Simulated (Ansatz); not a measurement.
The parent structure is TiGe2 (space group Fddd, No. 70; a = 4.9944 Å, b = 8.5245 Å, c = 8.7314 Å). Axes: x, y, z lie along a, b, c of the conventional cell.

Computed with Kohn–Sham DFT with the PBEsol functional, run in Ansatz (a program for electronic structure) with PAW and 420 eV plane waves, no SOC.

Before the change:

Shortest interatomic distance: 2.609 Å
Pressure: 0.0 GPa

Modification: compressive biaxial strain of 1.49 % in the plane normal to [001], as in epitaxy on a mismatched substrate; the out-of-plane cell vector and the atoms relax.

Predict the new energy relative to the base, shortest interatomic distance and pressure.

The energy increases by 5.9 meV/atom; the shortest interatomic distance stays essentially unchanged (2.609 Å against 2.610 Å); the pressure (mean of the normal stresses, compression positive) goes from zero to 2.8 GPa.

Without a gap, meshes like the base's 12×12×12 leave anisotropic stresses uncertain by several tenths of a GPa, and small strain energies with them. No phonon test of stability was made. All final runs are without spin polarisation.
